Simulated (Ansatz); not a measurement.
The parent structure is Tl in the diamond structure (space group Fd-3m, No. 227; a = 6.869 Å; a hypothetical phase, not in the database extracts checked).

Perturbation: a hydrostatic pressure of 1.5 GPa.

Levels (all Ansatz, an electronic-structure program, PAW): PBEsol (420 eV, scalar-relativistic without spin-orbit coupling); PBEsol+SOC (420 eV, noncollinear with spin-orbit coupling).

The geometry is relaxed with PBEsol.

```
Item              Result
---------------  -------
PBEsol pressure  1.5 GPa
```

### Question
Predict the pressure from PBEsol+SOC.

### Answer
The pressure drops by 0.7 GPa to 0.8 GPa.

Single points use the geometry relaxed with PBEsol. The spin-orbit shifts are approximate. Load acts through the strain it causes; cell and atoms are relaxed under it. Whether these cells are dynamically stable was not tested.
